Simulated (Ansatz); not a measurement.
**InSb under a change: isotropic strain +1.50 %**

Base system: InSb in the zinc blende structure (space group F-43m, No. 216; a = 6.556 Å).

Modification: an isotropic linear strain of +1.50 %; the atoms relax in the strained cell.

Calculations: r2SCAN (Ansatz, a first-principles code; PAW; 500 eV plane waves; spin-orbit coupling left out). Γ-centred 12×12×12 mesh, Fermi–Dirac width 0.05 eV.

| quantity | base | changed | shift |
|---|---|---|---|
| volume per atom | 35.23 Å³ | 36.83 Å³ | +1.609 Å³ |
| shortest interatomic distance | 2.839 Å | 2.881 Å | +0.0426 Å |
| energy relative to the base (free energy F) | 0 meV/atom | +9.1 meV/atom | +9.1 meV/atom |
| pressure | 0.0 GPa | -1.7 GPa | -1.7 GPa |
| band gap | zero | zero | – |

Final structure:

```xyz
2
Lattice="0.0000 3.3272 3.3272 3.3272 0.0000 3.3272 3.3272 3.3272 0.0000" Properties=species:S:1:pos:R:3 pbc="T T T"
In     0.0000     0.0000     0.0000
Sb     1.6636     1.6636     1.6636
```

Cost of the whole job for the changed cell (relaxation, final SCF and bands): around 70 core-seconds (rough).

Spin-orbit coupling, missing from the scalar runs, can matter with Sb. Whether these cells are dynamically stable was not tested. The final runs are not spin-polarised. Gaps under 0.05 eV, about the width of the smearing, are given as zero. A zero or small gap of InSb can be the functional's error rather than a property of the material.
